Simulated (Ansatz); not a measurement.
## A computed series for PbF2: pressure series

The parent structure is PbF2 in the fluorite structure (space group Fm-3m, No. 225; a = 5.9212 Å).

Cell and atoms are relaxed at each pressure.

Computed with r2SCAN (Ansatz, an electronic-structure program), scalar-relativistic without spin-orbit coupling.

Base values:

- Width of the top valence band: 2.18 eV

Problem. The aim is a width of the top valence band between 3.91 eV and 4.21 eV. Which of these changes reaches it?
A. pressure 30 GPa
B. pressure 1.8 GPa
C. pressure −2 GPa
D. pressure 4.2 GPa

Solution. A, pressure 30 GPa. It gives 4.06 eV; pressure −2 GPa gives 1.99 eV; pressure 4.2 GPa gives 2.53 eV; pressure 1.8 GPa gives 2.34 eV. Changes not listed may reach it too

Spin-orbit coupling, missing from the scalar runs, can matter with Pb. The levels and masses belong to the bands next to the band gap. Load acts through the strain it causes; cell and atoms are relaxed under it. No phonon test of stability was made. No other phases were tried under pressure.
